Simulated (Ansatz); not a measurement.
# C under a change: isotropic strain −1.00 %

Start from C in the diamond structure (space group Fd-3m, No. 227; a = 3.572 Å).

One thing is altered: the cell is scaled by 0.9900 in all directions, atoms relaxed at fixed cell.

All numbers come from PBE/PAW in Ansatz (a first-principles code), no spin-orbit coupling. Settings: 16×16×16 k-points, 0.05 eV Fermi–Dirac smearing.

| quantity | base | changed | shift |
|---|---|---|---|
| volume per atom | 5.69 Å³ | 5.53 Å³ | -0.169 Å³ |
| space group | Fd-3m (No. 227) | Fd-3m (No. 227) | – |
| shortest interatomic distance | 1.547 Å | 1.531 Å | -0.0155 Å |
| energy relative to the base (free energy F) | 0 meV/atom | +7.1 meV/atom | +7.1 meV/atom |
| band gap | 4.13 eV | 4.19 eV | +0.065 eV |
| gap character | indirect, Γ → Γ–X (71 % along) | indirect, Γ → Γ–X (71 % along) | – |
| smallest direct gap | 5.58 eV | 5.67 eV | +0.084 eV |
| mean gap deformation potential ΔEg/Δln V | – | -2.2 eV | – |
| electron mass | 1.7 mₑ along k, 0.29 mₑ across (off the special points) | 1.7 mₑ along k, 0.29 mₑ across (off the special points) | – |
| hole mass (degenerate bands, along [100]) | 0.30, 0.30, 0.51 mₑ (at Γ) | 0.29, 0.29, 0.52 mₑ (at Γ) | – |

Masses are band curvatures over ±0.01 Å⁻¹ around the edge. Along k means along the line from Γ to the band edge. Whether these cells are dynamically stable was not tested.
